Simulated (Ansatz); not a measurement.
Amorphous Zr20O43B2, 65 atoms at 5.05 g/cm³, one PBE-relaxed geometry, zone centre. Methods: PBE, scalar-relativistic without spin-orbit coupling (Ansatz, a first-principles code); r2SCAN, scalar-relativistic without spin-orbit coupling (Ansatz); HSE06, scalar-relativistic without spin-orbit coupling (Ansatz). Plane waves to 420 eV (r2SCAN 500 eV); exact exchange is cut at the cell's faces. At PBE the levels at the filled edge of the gap are localised (band-tail or defect states). All rungs ran without spin polarisation.

The cell was made by melting and quenching with the CHGNet potential and then relaxed with DFT. O atoms were pushed apart under 1.9 Å during the dynamics, to hinder bonds among them. The hot cell started wider than the set density and was brought back towards it in steps. It is the lowest in DFT energy of 2 quenches. It is a model cell: composition and starting density were chosen by hand, and all elements were melted together. No dispersion term was used. Its density started from a set value of 5.05 and ended at 5.05 g/cm³. The simulated quench (nominally 300 K/ps over its main leg) is rapid and tends to freeze in more defects than a deposited or slowly cooled glass has. A cell of this size samples the disorder only roughly. The volume was held where the preparation left it and the shape relaxed, at a PBE pressure of -0.1 GPa (tension). Stress components on the final sampling reach 0.9 GPa. On a 2×2×2 Γ-centred mesh force components of up to 0.13 eV/Å stay, since the relaxation ran on the zone centre alone. Cycles of charging lowered its energy after that relaxation.

The relaxation ran on the zone centre alone. At PBE the level gap is 3.65 eV on a 2×2×2 Γ-centred mesh, and the spacing at the zone centre alone 3.68 eV.

### Question
What zone-centre spacing does r2SCAN give, roughly?

### Answer
4.16 eV (+0.48 eV against PBE).

### Question
What zone-centre spacing does HSE06 give, roughly?

### Answer
5.27 eV (+1.59 eV against PBE).

The highest filled and the lowest empty state spread over these numbers of atoms (participation numbers): PBE: 11.1 and 27.8; r2SCAN: 11.7 and 26.1; HSE06: 12.3 and 29.1.
